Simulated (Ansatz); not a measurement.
Start from BAs in the zinc blende structure (space group F-43m, No. 216).

```yaml
crystal:
  lattice:
    - [0.00000, 2.38393, 2.38393]
    - [2.38393, 0.00000, 2.38393]
    - [2.38393, 2.38393, 0.00000]
  atoms:
    - { symbol: As, position: [0.75000, 0.75000, 0.75000] }
    - { symbol: B, position: [0.00000, 0.00000, 0.00000] }
```

Cartesian axes are those of the cell as printed.

The values are results of PBEsol, PAW, 420 eV (Ansatz, an electronic-structure program; scalar-relativistic without spin-orbit coupling), not measurements.

Before the change:

The volume per atom comes out as 13.55 Å³.

The change: biaxial strain +3.43 %, plane normal [001], relaxed out of plane (Cartesian); in-plane vectors clamped, the third vector and the atoms free.

Q: Estimate the effect on the in-plane stress and volume per atom.

A: The mean in-plane stress (compression positive) comes out as -9.4 GPa; the volume per atom goes up by 0.685 Å³ to 14.23 Å³.

Whether these cells are dynamically stable was not tested.
